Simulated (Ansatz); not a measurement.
```yaml
crystal:
  lattice:
    - [3.87094, 0.00000, 0.00000]
    - [0.00000, 3.87094, 0.00000]
    - [0.00000, 0.00000, 3.87094]
  atoms:
    - { symbol: Sr, position: [0.00000, 0.00000, 0.00000] }
    - { symbol: Ti, position: [0.50000, 0.50000, 0.50000] }
    - { symbol: O, position: [0.50000, 0.00000, 0.50000] }
    - { symbol: O, position: [0.00000, 0.50000, 0.50000] }
    - { symbol: O, position: [0.50000, 0.50000, 0.00000] }
```

No spin polarisation.

The values are results of PBEsol (Ansatz, a program for electronic structure; PAW; 420 eV plane waves; no spin-orbit coupling), not measurements. Γ-centred 9×9×9 mesh, Fermi–Dirac width 0.05 eV.

Task: Predict the width of the top valence band, band gap and smallest direct gap.

Result: 
```json
{
  "width_of_the_top_valence_band": "1.06 eV",
  "band_gap": "1.88 eV",
  "smallest_direct_gap": "2.21 eV"
}
```

Load acts through the strain it causes; cell and atoms are relaxed under it. Whether these cells are dynamically stable was not tested. All final runs are without spin polarisation. The cell was made from SrTiO$_{3}$ in the cubic perovskite structure (space group Pm-3m, No. 221) by this change: pressure 3 GPa. Many cubic perovskites are stable only at high temperature; tilts and polar distortions were not tested.
